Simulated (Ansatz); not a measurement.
Input and output of a zone-centre phonon calculation for LuAlSi (Cmcm, 6 atoms in the cell) (Ansatz, an electronic-structure program).

Computed with LDA (PW92), PAW files made with PBE (plane waves; Ansatz).

```
CELL_PARAMETERS angstrom
      1.95531    -4.97024     0.00000
      1.95531     4.97024     0.00000
      0.00000     0.00000     5.53693
ATOMIC_POSITIONS crystal
  Lu 0.69541 0.30459 0.75000
  Lu 0.30459 0.69541 0.25000
  Al 0.00000 0.00000 0.50000
  Al 0.00000 0.00000 0.00000
  Si 0.39885 0.60115 0.75000
  Si 0.60115 0.39885 0.25000
```

Reference input (self-consistent single point, DFT, PBEsol, plane waves, PAW files made with PBE): kpoints.mp_grid.grid = 7 7 5; hamiltonian.xc = pbesol; hamiltonian.pseudopotentials = {kind: paw} (the program's default PAW files); scf.occupations.method = fermi_dirac; scf.occupations.width = 0.0073 Ry. This run's input differs from it in these lines:

Ansatz 0.2 input:
```diff
@@ -16,3 +16,3 @@
 hamiltonian:
-  xc: pbesol
+  xc: lda
   pseudopotentials:
@@ -24,6 +24,4 @@
     width: 0.0073 Ry
-output:
-  forces: true
-  eigenvalues: true
-  stress: true
+phonons:
+  method: dfpt
```

The program printed (abridged):

```
SCF iter   1: F=—  HF=-31234.138988 eV  |F-HF|=—  |Δ(HF+E_count)|=         —  Δρ=2.30e-2  dr2=6.11e-1  ethr=3.10e-3  ⟨swp⟩=9.8  Hψ=15325  notcnv=0
all-band conjugate gradients solve this SCF's bands
preconditioner: auto → Kerker (q_TF=auto, 2.502 Å⁻¹)
SCF iter   2: F=—  HF=-31233.983798 eV  |F-HF|=—  |Δ(HF+E_count)|=   1.55e-1  Δρ=1.49e-2  dr2=2.81e-1  ethr=9.55e-4  ⟨swp⟩=3.0  Hψ=6450  notcnv=0  defer=1
   [... lines left out ...]
SCF iter  10: F=—  HF=-31233.874486 eV  |F-HF|=—  |Δ(HF+E_count)|=   9.91e-9  Δρ=1.93e-6  dr2=2.22e-9  ethr=7.43e-11  ⟨swp⟩=2.2  Hψ=5209  notcnv=0  defer=1
SCF iter  11: F=—  HF=-31233.874486 eV  |F-HF|=—  |Δ(HF+E_count)|=  2.91e-11  Δρ=4.28e-7  dr2=1.22e-10  ethr=3.46e-12  ⟨swp⟩=2.6  Hψ=5400  notcnv=0  defer=1
SCF iter  12: F=—  HF=-31233.874486 eV  |F-HF|=—  |Δ(HF+E_count)|=  7.64e-11  Δρ=1.94e-7  dr2=2.05e-11  ethr=1.00e-12  ⟨swp⟩=2.3  Hψ=5224  notcnv=0  defer=1
SCF iter  13: F=-31233.874486 eV  HF=-31233.874486 eV  |F-HF|=0.00e0  |Δ(HF+E_count)|=  1.09e-11  Δρ=6.45e-8  dr2=2.87e-12  ethr=1.00e-12  ⟨swp⟩=9.3  Hψ=20821  notcnv=0
SCF 1 converged in 13 iterations: F = -31233.874486 eV  dr2 = 2.87e-12
DFPT response loops at Γ: preconditioner auto → Kerker (q_TF=auto, 2.502 Å⁻¹) (partly filled bands, converged f_vac=0.000) …
Free energy (F): -31233.874486 eV
Internal energy: -31233.812367 eV  (E = F + TS)
E sigma→0 (E₀):  -31233.843427 eV
Entropy (-TS):   -0.062118 eV (-10.353 meV/atom)
Fermi energy:    12.459765 eV
--- Phonons (Γ-DFPT): 9 representative perturbations + reference, on 72 of 245 k-points (Σ response iterations 32) ---
  k mesh reduced under 2 symmetry operations, with k and −k counted as one. Each operation leaves every solved displacement unchanged or reverses it
  ASR residual: 2.453e-4 → 0.000e0 eV/Å²; symmetrization residual: 3.157e-6 eV/Å²
  ASR residual per site (eV/Å²): 2.45e-4 2.45e-4 2.52e-5 2.52e-5 2.42e-5 2.42e-5
  Γ frequencies (cm⁻¹): 0.00 0.00 0.00 87.23 105.60 107.10 166.14 197.17 203.40 217.66 249.75 263.17 276.88 278.69 286.51 318.36 368.67 373.75
  non-analytic LO–TO correction: not included (Born effective charges unavailable; polar crystals: no LO–TO splitting at Γ)
```

The run converged in 13 iterations. 

Summary of the result:
| Item | Value |
|---|---|
| Free energy E − TS (on the zero of these files) | -31233.8745 eV |
| Fermi level (on the code's own zero) | 12.46 eV |
| Zone-centre frequencies (cm⁻¹; negative means imaginary) | 0, 0, 0, 87, 106, 107, 166, 197, 203, 218, 250, 263, 277, 279, 287, 318, 369, 374 |

The starting cell comes from a database of computed structures (which also holds hypothetical and non-ambient phases and stackings), without a prior relaxation at this level. Its lattice was rescaled by a random factor within 2.5 % of one.

Cost on one core of a shared machine: roughly 2 min.
